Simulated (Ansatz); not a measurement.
CdSe 8H (hchhhchh) (a stacking that need not occur in nature), space group P6_3mc.

```
CELL_PARAMETERS angstrom
      4.38244     0.00000     0.00000
     -2.19122     3.79530     0.00000
      0.00000     0.00000    28.62020
ATOMIC_POSITIONS crystal
  Cd 0.00000 0.00000 0.99997
  Se 0.00000 0.00000 0.09387
  Cd 0.66667 0.33333 0.12489
  Se 0.66667 0.33333 0.21872
  Cd 0.33333 0.66667 0.24993
  Se 0.33333 0.66667 0.34383
  Cd 0.66667 0.33333 0.37495
  Se 0.66667 0.33333 0.46884
  Cd 0.33333 0.66667 0.49997
  Se 0.33333 0.66667 0.59387
  Cd 0.66667 0.33333 0.62489
  Se 0.66667 0.33333 0.71872
  Cd 0.00000 0.00000 0.74993
  Se 0.00000 0.00000 0.84383
  Cd 0.66667 0.33333 0.87495
  Se 0.66667 0.33333 0.96884
```

All values below come from PBE (plane waves to 420 eV, PAW; Ansatz, a quantum-chemistry and plane-wave program). No spin–orbit coupling; PBE gaps are too small against experiment. Its k-point mesh 9×9×2, Fermi–Dirac width 0.01 eV.

Task: List the levels next to the gap at Γ of this cell's own (folded) zone, from the top of the valence band (the table ends after a fixed count of bands, which can cut a degenerate set).

Result: 
```tsv
band	E − E_v (eV)
v4	-0.107
v3	-0.033
v2	0.000
v1	0.000
c1	0.530
c2	1.532
c3	1.587
c4	2.183
```
